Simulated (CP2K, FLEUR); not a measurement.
A CP2K input for a self-consistent single point of TiSi2 (Cmcm, 6 atoms in the cell) (DFT PBE, GPW, DZVP-MOLOPT-SR-GTH basis, GTH-PBE potentials (GTH_POTENTIALS)):

```
&GLOBAL
  PROJECT bulk
  RUN_TYPE ENERGY_FORCE
  PRINT_LEVEL LOW
&END GLOBAL
&FORCE_EVAL
  METHOD Quickstep
  STRESS_TENSOR ANALYTICAL
  &DFT
    BASIS_SET_FILE_NAME BASIS_MOLOPT
    POTENTIAL_FILE_NAME GTH_POTENTIALS
    &QS
      METHOD GPW
      EPS_DEFAULT 1E-10
    &END QS
    &MGRID
      CUTOFF 600
      REL_CUTOFF 50
      NGRIDS 5
    &END MGRID
    &SCF
      SCF_GUESS ATOMIC
      EPS_SCF 1E-7
      MAX_SCF 100
      ADDED_MOS 8
      &DIAGONALIZATION
        ALGORITHM STANDARD
      &END DIAGONALIZATION
      &MIXING
        METHOD BROYDEN_MIXING
        ALPHA 0.3
        NBUFFER 8
        BETA 1.5
      &END MIXING
      &SMEAR ON
        METHOD FERMI_DIRAC
        ELECTRONIC_TEMPERATURE [K] 1160.45
      &END SMEAR
    &END SCF
    &KPOINTS
      SCHEME MONKHORST-PACK 7 7 7
    &END KPOINTS
    &XC
      &XC_FUNCTIONAL PBE
      &END XC_FUNCTIONAL
    &END XC
    &PRINT
      &MO
        EIGENVALUES T
        OCCUPATION_NUMBERS T
        NDIGITS 8
        FILENAME mo
        &EACH
          QS_SCF 0
        &END EACH
        ADD_LAST NUMERIC
      &END MO
      &MULLIKEN OFF
      &END MULLIKEN
    &END PRINT
  &END DFT
  &SUBSYS
    &CELL
      ABC 7.11518800 7.11518754 3.63112600
      ALPHA_BETA_GAMMA 90.00000000 90.00000000 150.72946040
      PERIODIC XYZ
    &END CELL
    &COORD
      SCALED
      Ti       0.89688000     0.10312000     0.75000000
      Ti       0.10312000     0.89688000     0.25000000
      Si       0.55825000     0.44175000     0.75000000
      Si       0.44175000     0.55825000     0.25000000
      Si       0.24969000     0.75031000     0.75000000
      Si       0.75031000     0.24969000     0.25000000
    &END COORD
    &KIND Ti
      BASIS_SET DZVP-MOLOPT-SR-GTH-q12
      POTENTIAL GTH-PBE-q12
    &END KIND
    &KIND Si
      BASIS_SET DZVP-MOLOPT-SR-GTH-q4
      POTENTIAL GTH-PBE-q4
    &END KIND
  &END SUBSYS
  &PRINT
    &FORCES ON
    &END FORCES
    &STRESS_TENSOR ON
    &END STRESS_TENSOR
  &END PRINT
&END FORCE_EVAL
```

### Question
Translate this input to FLEUR.

### Answer
One input that does it (others would too):

Input of the input generator:

```
scf TiSi2
&input film=f /
3.3972721481 -13.0094925824 0.0000000000
3.3972721481 13.0094925824 0.0000000000
0.0000000000 0.0000000000 6.8618336640
1.0
1.0 1.0 1.0

6
22 0.8968800000 0.1031200000 0.7500000000
22 0.1031200000 0.8968800000 0.2500000000
14 0.5582500000 0.4417500000 0.7500000000
14 0.4417500000 0.5582500000 0.2500000000
14 0.2496900000 0.7503100000 0.7500000000
14 0.7503100000 0.2496900000 0.2500000000

&comp jspins=1 /
&kpt div1=7 div2=7 div3=7 /
&end /
```

```xml
<?xml version="1.0" encoding="UTF-8" standalone="no"?>
<fleurInput fleurInputVersion="0.39">
   <comment>
      scf TiSi2                                                                                           
   </comment>
   <calculationSetup>
      <cutoffs Kmax="4.0" Gmax="14.0" GmaxXC="14.0" numbands="0"/>
      <scfLoop itmax="100" minDistance="0.00001" maxIterBroyd="15" imix="Anderson" alpha="0.05" precondParam="0.0" spinf="2.0"/>
      <coreElectrons ctail="T" frcor="F" kcrel="0" coretail_lmax="0"/>
      <xcFunctional name="pbe" relativisticCorrections="F"/>
      <magnetism jspins="1"/>
      <soc l_soc="F" theta="0.0" phi="0.0" spav="F"/>
      <expertModes spex="0" secvar="F"/>
      <geometryOptimization l_f="T" forcealpha="1.0" forcemix="BFGS" epsdisp="0.00001" epsforce="0.00001"/>
      <ldaU l_linMix="F" mixParam="0.05" spinf="1.0"/>
   </calculationSetup>
   <cell>
      <bzIntegration valenceElectrons="40.0" mode="hist" fermiSmearingEnergy="0.00367493">
         <kPointListSelection listName="default-1"/>
         <!-- k-points included here -->
         <xi:include xmlns:xi="http://www.w3.org/2001/XInclude" href="kpts.xml"> </xi:include>
      </bzIntegration>
      <!-- symmetry operations included here -->
      <xi:include xmlns:xi="http://www.w3.org/2001/XInclude" href="sym.xml"> </xi:include>
      <bulkLattice scale="1.0">
         <bravaisMatrix>
            <row-1>    3.3972721480999999   -13.0094925824000001     0.0000000000000000</row-1>
            <row-2>    3.3972721480999999    13.0094925824000001     0.0000000000000000</row-2>
            <row-3>    0.0000000000000000     0.0000000000000000     6.8618336639999997</row-3>
         </bravaisMatrix>
      </bulkLattice>
   </cell>
   <atomSpecies>
      <species name="Titanium (Ti)" element="Ti" atomicNumber="22">
         <mtSphere radius="2.50" gridPoints="863" logIncrement="0.014"/>
         <atomicCutoffs lmax="10" lnonsphr="8"/>
         <electronConfig flipSpins="F">
            <coreConfig>(1s1/2) (2s1/2) (2p1/2) (2p3/2)</coreConfig>
            <valenceConfig>(3s1/2) (3p1/2) (3p3/2) (4s1/2) (3d3/2) (3d5/2)</valenceConfig>
            <stateOccupation state="(3d3/2)" spinUp="0.4" spinDown="0.4"/>
            <stateOccupation state="(3d5/2)" spinUp="0.6" spinDown="0.6"/>
         </electronConfig>
         <energyParameters s="4" p="4" d="3" f="4"/>
         <lo type="SCLO" l="0" n="3" eDeriv="0"/>
         <lo type="SCLO" l="1" n="3" eDeriv="0"/>
      </species>
      <species name="Silicon (Si)" element="Si" atomicNumber="14">
         <mtSphere radius="2.14" gridPoints="737" logIncrement="0.016"/>
         <atomicCutoffs lmax="8" lnonsphr="6"/>
         <electronConfig flipSpins="F">
            <coreConfig>(1s1/2) (2s1/2) (2p1/2) (2p3/2)</coreConfig>
            <valenceConfig>(3s1/2) (3p1/2) (3p3/2)</valenceConfig>
            <stateOccupation state="(3p1/2)" spinUp="0.3333333333333" spinDown="0.3333333333333"/>
            <stateOccupation state="(3p3/2)" spinUp="0.6666666666667" spinDown="0.6666666666667"/>
         </electronConfig>
         <energyParameters s="3" p="3" d="3" f="4"/>
      </species>
   </atomSpecies>
   <atomGroups>
      <atomGroup species="Titanium (Ti)">
         <relPos label="                   1">-.1031200000 .1031200000 -1.000/4.000</relPos>
         <relPos label="                   2">.1031200000 -.1031200000 1.000/4.000</relPos>
         <force calculate="T" relaxXYZ="TTT"/>
      </atomGroup>
      <atomGroup species="Silicon (Si)">
         <relPos label="                   3">-.4417500000 .4417500000 -1.000/4.000</relPos>
         <relPos label="                   4">.4417500000 -.4417500000 1.000/4.000</relPos>
         <force calculate="T" relaxXYZ="TTT"/>
      </atomGroup>
      <atomGroup species="Silicon (Si)">
         <relPos label="                   5">.2496900000 -.2496900000 -1.000/4.000</relPos>
         <relPos label="                   6">-.2496900000 .2496900000 1.000/4.000</relPos>
         <force calculate="T" relaxXYZ="TTT"/>
      </atomGroup>
   </atomGroups>
   <output dos="F" band="F" slice="F">
      <checks vchk="F" cdinf="F"/>
      <bandDOS minEnergy="-.5*Htr" maxEnergy="0.5*Htr" sigma="0.015" storeEVData="T"/>
      <vacuumDOS vacdos="F" integ="F" star="F" nstars="0" locx1="0.0" locy1="0.0" locx2="0.0" locy2="0.0" nstm="0" tworkf="0.0"/>
      <unfoldingBand unfoldBand="F" supercellX="1" supercellY="1" supercellZ="1"/>
      <plotting iplot="0" polar="F">
         <plot TwoD="T" vec1="  1.0  0.0  0.0" vec2="  0.0  1.0  0.0" vec3="  0.0  0.0  1.0" zero="  0.0  0.0  0.0" file="plot"/>
      </plotting>
      <chargeDensitySlicing numkpt="0" minEigenval="0.0" maxEigenval="0.0" nnne="0" pallst="F"/>
      <specialOutput eonly="F"/>
      <magneticCircularDichroism mcd="F" energyLo="-10.0" energyUp="0.0"/>
   </output>
  <!-- We include the file relax.xml here to enable relaxations (see documentation) -->
  <xi:include xmlns:xi="http://www.w3.org/2001/XInclude" href="relax.xml"> <xi:fallback/> </xi:include>
</fleurInput>
```

Basis settings and potentials, where a program has them, do not carry over. This input uses DFT, PBE, all-electron FLAPW (FLEUR), scalar-relativistic valence.

The starting cell comes from a database of computed structures (which also holds hypothetical and non-ambient phases and stackings), without a prior relaxation at this level. Its lattice was rescaled by a random factor within 2.5 % of one.
